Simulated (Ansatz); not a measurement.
## Convergence study of the k-point mesh for MgTl (P4mm, 2 atoms in the cell)

```
CELL_PARAMETERS angstrom
      3.61961     0.00000     0.00000
      0.00000     3.61961     0.00000
      0.00000     0.00000     3.61961
ATOMIC_POSITIONS crystal
  Mg 0.00000 0.00000 0.01381
  Tl 0.50000 0.50000 0.50000
```

Level of theory: LDA (PW92), default PAW files made with PBE (plane waves; Ansatz, an electronic-structure program).

Base settings: basis.ecutwfc = 420 eV; kpoints.mp_grid.grid = 9 9 9; hamiltonian.xc = lda; hamiltonian.pseudopotentials = {kind: paw} (the program's default PAW files); scf.occupations.method = gaussian; scf.occupations.width = 0.1 eV.

The second cell is the first with its lattice scaled by 0.98.

Only quantities that move along the ladder and can be compared are tabulated.

The count of work is k-points × plane waves × bands × iterations; it is no time. Core times come from one kind of shared machine, to one figure; runs under 30 s give none.

The starting cell comes from a database of computed structures (which also holds hypothetical and non-ambient phases and stackings), without a prior relaxation at this level. Its lattice was rescaled by up to half a per cent. One atom was moved a little off its site on purpose. Ansatz's pressure includes its estimate of the finite-basis (Pulay) stress.

Steps (kpoints.mp_grid.grid): 2 2 2; 3 3 3; 4 4 4; 5 5 5; 6 6 6; 7 7 7; 8 8 8; 9 9 9; 10 10 10; 11 11 11; 12 12 12; 13 13 13; 14 14 14; 16 16 16; 18 18 18; 20 20 20; 22 22 22; 24 24 24; 27 27 27; 30 30 30.

**Question.** What is the coarsest kpoints.mp_grid.grid that holds the pressure within 0.1 GPa of the last step, with all finer ones?

**Answer.** 16 16 16, at 0.19 of the last step's count of work; the step before is off by 0.15 GPa.

**Question.** What is the coarsest kpoints.mp_grid.grid that holds the energy of the compressed cell less the first within 0.5 meV/atom of the last step, with all finer ones?

**Answer.** 16 16 16, at 0.19 of the last step's count of work; the step before is off by 1.2 meV/atom.

**Question.** What is the coarsest kpoints.mp_grid.grid that holds the forces within 0.02 eV/Å of the last step, with all finer ones?

**Answer.** 3 3 3, at 0.0028 of the last step's count of work; the step before is off by 0.023 eV/Å.

```csv
kpoints.mp_grid.grid,free energy less the last step's (meV/atom),energy of the compressed cell less the first (meV/atom),pressure (GPa),largest difference of a force vector from the last step's (eV/Å),count of work / last,core time / last (rough)
2 2 2,-387.48,-39.06,-4.59,0.023,0.0037,–
3 3 3,56.11,34.03,2.23,0.016,0.0028,–
4 4 4,95.80,2.81,-0.87,0.005,0.0083,–
5 5 5,3.25,-2.62,-1.58,0.002,0.0083,–
6 6 6,-6.17,-0.75,-1.37,0.001,0.018,–
7 7 7,3.36,-10.54,-2.45,0.003,0.018,–
8 8 8,3.89,-6.33,-1.93,0.002,0.034,–
9 9 9,-1.86,-6.37,-1.95,0.001,0.034,–
10 10 10,-2.19,-5.31,-1.78,0.000,0.058,–
11 11 11,1.70,-3.75,-1.65,0.001,0.058,–
12 12 12,-0.12,-4.00,-1.67,0.000,0.090,–
13 13 13,1.55,-5.38,-1.75,0.000,0.090,–
14 14 14,1.23,-6.40,-1.93,0.000,0.13,–
16 16 16,-0.99,-5.43,-1.80,0.000,0.19,–
18 18 18,0.36,-4.96,-1.75,0.000,0.25,0.2
20 20 20,1.20,-5.61,-1.81,0.000,0.33,0.3
22 22 22,-0.14,-5.24,-1.79,0.000,0.43,0.4
24 24 24,-0.31,-5.06,-1.76,0.000,0.54,0.5
27 27 27,0.57,-5.41,-1.80,0.000,0.68,0.7
30 30 30,0.00,-5.17,-1.78,0.000,1.0,1
```

The energy difference between the two cells stays within 1 meV/atom of the last step's from 16 16 16 on, the total only from 22 22 22 on: much of the error is common to both cells and cancels.

Two neighbours can agree and both be off: 8 8 8 and 9 9 9 differ by 0.04 meV/atom in the energy of the compressed cell less the first, yet lie about 1.2 meV/atom from the last step.

Keys are those of Ansatz 0.2.
